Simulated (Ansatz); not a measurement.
Response to strain in Mo

Base system: Mo in the bcc (W type) structure (space group Im-3m, No. 229; a = 3.151 Å; relaxed with 0.1 eV smearing). Axes: x, y, z lie along the cube axes.

Strains are applied to the cell and any free atomic positions relax; under biaxial strain the out-of-plane vector relaxes too.

Calculations: Ansatz (a first-principles code) r2SCAN, without spin-orbit coupling.

```json
[
 {"biaxial strain, plane normal [001], relaxed out of plane (%)": "0", "out-of-plane strain (%)": "0.00"},
 {"biaxial strain, plane normal [001], relaxed out of plane (%)": "0.5", "out-of-plane strain (%)": "-0.33"},
 {"biaxial strain, plane normal [001], relaxed out of plane (%)": "1", "out-of-plane strain (%)": "?"},
 {"biaxial strain, plane normal [001], relaxed out of plane (%)": "1.5", "out-of-plane strain (%)": "-0.96"},
 {"biaxial strain, plane normal [001], relaxed out of plane (%)": "2", "out-of-plane strain (%)": "-1.27"},
 {"biaxial strain, plane normal [001], relaxed out of plane (%)": "2.5", "out-of-plane strain (%)": "-1.57"},
 {"biaxial strain, plane normal [001], relaxed out of plane (%)": "3", "out-of-plane strain (%)": "-1.87"}
]
```

Task: Fit ε⊥ = −νε + γε² (strains in %) to the rows shown and predict the withheld row.

Result: Least squares on the printed values gives ν = 0.66 (the biaxial Poisson response) and γ = 0.012 (largest residual 0.00 %); this predicts -0.65 %, and the run gives -0.64 %, in agreement.

No phonon test of stability was made. The final runs are not spin-polarised.
